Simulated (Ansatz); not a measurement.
The starting structures come from a database of crystals and need not be the phases stable at ambient conditions.

 Where the default PAW files enter, the runs use the earlier of Ansatz's two default sets.

Data:

```xyz
4
Lattice="4.1588 0.0000 0.0000 0.0000 6.8486 0.0000 2.0794 0.0000 3.6752" Properties=species:S:1:pos:R:3 pbc="T T T"
Cu     4.1588     0.8720     2.4501
Cu     2.0794     4.2963     1.2250
I      4.1588     3.4084     2.4501
I      2.0794     6.8327     1.2250
```

Space group of this cell: Cmc2_1. The cell is strained (lengths across the current scaled by 0.98, ions clamped); by r2SCAN its mean pressure is 2.1 GPa.

Transport runs along the normal of the first two printed cell vectors.

The gap is the functional's own. No spin-orbit coupling. Mid-gap values are interpolated on the energy grid.

Problem. Predict the band gap and the smallest decay constant κ at mid-gap from Ansatz (an electronic-structure program) with r2SCAN.

Solution. Gap 1.85 eV on a 8×6×8 mesh; κ = 0.156 1/Å, at the zone centre.
